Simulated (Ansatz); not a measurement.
## WSi₂ (model structure, started from the AlB2 type, P6/mmm, No. 191, 3 atoms in the cell)

Level of theory: PBE (Ansatz, a first-principles code, PAW).

Numerical settings: plane-wave cutoff 500 eV, 12×12×10 k mesh (along the axes of the cell as run), Fermi–Dirac smearing 0.05 eV, no spin polarisation, scalar-relativistic PAW data made under PBE.

Cell (relaxed at this level):

```
WSi2
1.0
    4.34254     0.00000     0.00000
   -2.17127     3.76075     0.00000
    0.00000     0.00000     2.59218
W Si
1 2
Direct
  0.00000   0.00000   0.00000
  0.33333   0.66667   0.50000
  0.66667   0.33333   0.50000
```

For WSi₂ (model structure, started from the AlB2 type, P6/mmm, No. 191, 3 atoms in the cell), the band gap comes out as none.

Note: the relaxation could raise the start's symmetry but not lower it, so the cell can be a saddle point.

Spin–orbit coupling is not included.

The computed numbers hold no vibrational or temperature effects.

A model structure was made by putting elements into a prototype or built by hand; it is no filed structure, need not be a known phase, and can be a saddle point held by its symmetry.
